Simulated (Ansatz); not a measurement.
Ansatz (a quantum-chemistry and plane-wave program) run on Ir3Rh (I4mm, 4 atoms in the cell): self-consistent single point.

Method of the run: PBEsol, default PAW files made with PBE (plane waves; Ansatz).

```xyz
4
Lattice="-1.9248 1.9248 3.8542 1.9248 -1.9248 3.8542 1.9248 1.9248 -3.8542" Properties=species:S:1:pos:R:3 pbc="T T T"
Ir     0.0000     1.9248     1.9271
Ir     1.9248     0.0000     1.9271
Ir     0.0000     0.0000     3.9042
Rh     0.0000     0.0000     0.0000
```

Reference input (self-consistent single point, DFT, PBEsol, plane waves, default PAW files made with PBE): basis.ecutwfc = 30.9 Ry; kpoints.mp_grid.grid = 12 12 12; hamiltonian.xc = pbesol; hamiltonian.pseudopotentials = {kind: paw} (the program's default PAW files); scf.occupations.method = fermi_dirac; scf.occupations.width = 0.0073 Ry. This run's input differs from it in these lines:

Ansatz 0.2 input:
```diff
@@ -14,3 +14,3 @@
 kpoints:
-  mp_grid: { grid: [12, 12, 12] }
+  mp_grid: { grid: [23, 23, 23] }
 hamiltonian:
@@ -19,3 +19,3 @@
 scf:
-  occupations: { method: fermi_dirac, width: 0.0073 Ry }
+  occupations: { method: fermi_dirac, width: 0.022 Ry }
 output:
```

Output (repeated stretches shortened):

```
SCF iter   1: F=—  HF=-41736.500411 eV  |F-HF|=—  |Δ(HF+E_count)|=         —  Δρ=1.00e-2  dr2=6.11e-2  ethr=1.77e-3  ⟨swp⟩=5.3  Hψ=130601  notcnv=0
all-band conjugate gradients solve this SCF's bands
preconditioner: auto → Kerker (q_TF=auto, 2.809 Å⁻¹)
SCF iter   2: F=—  HF=-41736.497763 eV  |F-HF|=—  |Δ(HF+E_count)|=   2.65e-3  Δρ=4.73e-3  dr2=1.28e-2  ethr=8.99e-5  ⟨swp⟩=1.0  Hψ=47738  notcnv=0
SCF iter   3: F=—  HF=-41736.496602 eV  |F-HF|=—  |Δ(HF+E_count)|=   1.16e-3  Δρ=6.39e-4  dr2=1.34e-4  ethr=1.88e-5  ⟨swp⟩=1.1  Hψ=40375  notcnv=0
SCF iter   4: F=—  HF=-41736.496601 eV  |F-HF|=—  |Δ(HF+E_count)|=   1.66e-6  Δρ=9.64e-5  dr2=8.45e-6  ethr=1.97e-7  ⟨swp⟩=2.1  Hψ=59112  notcnv=0
SCF iter   5: F=—  HF=-41736.496599 eV  |F-HF|=—  |Δ(HF+E_count)|=   1.25e-6  Δρ=2.67e-5  dr2=4.52e-7  ethr=1.24e-8  ⟨swp⟩=2.2  Hψ=61277  notcnv=0
SCF iter   6: F=-41736.496599 eV  HF=-41736.496599 eV  |F-HF|=1.23e-8  |Δ(HF+E_count)|=   8.98e-8  Δρ=6.27e-6  dr2=2.33e-8  ethr=1.47e-10  ⟨swp⟩=4.9  Hψ=141221  notcnv=0
SCF 1 converged in 6 iterations: F = -41736.496599 eV  dr2 = 2.33e-8
Free energy (F): -41736.496599 eV
Internal energy: -41735.216345 eV  (E = F + TS)
E sigma→0 (E₀):  -41735.856472 eV
Entropy (-TS):   -1.280254 eV (-320.064 meV/atom)
Fermi energy:    24.245316 eV
--- Forces (eV/Å), atoms counted from 1 ---
  atom   1  Ir    -0.00000000     0.00000000     0.26214580
  atom   2  Ir     0.00000000    -0.00000000     0.26214580
  atom   3  Ir     0.00000000    -0.00000000    -0.63525021
  atom   4  Rh    -0.00000000     0.00000000     0.11094948
--- Stress (GPa, compression-positive) ---
       -5.873182       0.000000      -0.000000
        0.000000      -5.873182       0.000000
        0.000000       0.000000      -6.089499
  P = ⅓ Tr σ = -5.9453 GPa (-59.453 kbar)
  The stress holds the Pulay correction. Without it, at fixed plane waves, as pw.x and ABINIT print it: P = -6.0172 GPa
```

The run converged in 6 iterations. Against the reference run the free energy drops by 141 meV/atom, the pressure goes from -8.77 to -5.95 GPa and the largest force goes from 0.677 to 0.635 eV/Å.

The starting cell comes from a database of computed structures (which also holds hypothetical and non-ambient phases and stackings), without a prior relaxation at this level. Its lattice was rescaled by up to half a per cent. One atom was moved a little off its site on purpose. Spin polarisation is off. With a pressure of about -6 GPa the cell is away from its equilibrium volume at this level. Ansatz's pressure includes its estimate of the finite-basis (Pulay) stress.

Cost on one core of a shared machine: roughly 3 min.
